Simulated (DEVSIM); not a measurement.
Structure: Pt/HfO2/p-Si capacitor, at 400 K.

Layer 1 from the left is HfO2, thickness (nm) 27.0. Layer 2 from the left is Si, thickness (nm) 1100, Na (cm⁻³) 2.8e17.

Metal gate on the left, work function 5.6 eV. Fixed charge at the semiconductor interface 0 cm⁻² (in units of +e); no interface traps.

Constants are typed, rounded textbook-type inputs, not results; the design itself was drawn at random and stands for no fabricated device. Values at 300 K; Nc and Nv go as T^1.5, mobilities as T to minus their exponent, the gap by Varshni's rule with the affinity fixed.

HfO2: gap (eV) 5.7, affinity (eV) 2.5, permittivity 22. Si: gap (eV) 1.124, affinity (eV) 4.05, permittivity 11.7, Nc (cm⁻³) 2.86e19, Nv (cm⁻³) 3.1e19, Varshni α (eV/K) 0.000473, Varshni β (K) 636.

**Question.** Estimate by hand the flat-band voltage, the threshold voltage, and compare with a numerical solution.

**Answer.** 
- Flat-band voltage: C = 0.721 μF/cm², work-function difference 0.631 V; VFB = φms − qNf/C = 0.63 V; numerical 0.63 V.
- Threshold voltage: φF = 0.372 V, depletion charge √(4εqNφF) = 2.63e-7 C/cm²; VT = VFB + 2φF + Qd/C = 1.74 V; numerical 1.74 V.

DEVSIM, 1D Poisson equation in equilibrium, Boltzmann statistics, complete ionisation; no quantum confinement or tunnelling. Metal contacts follow the ideal Schottky-Mott rule: no Fermi-level pinning, no interface dipoles.
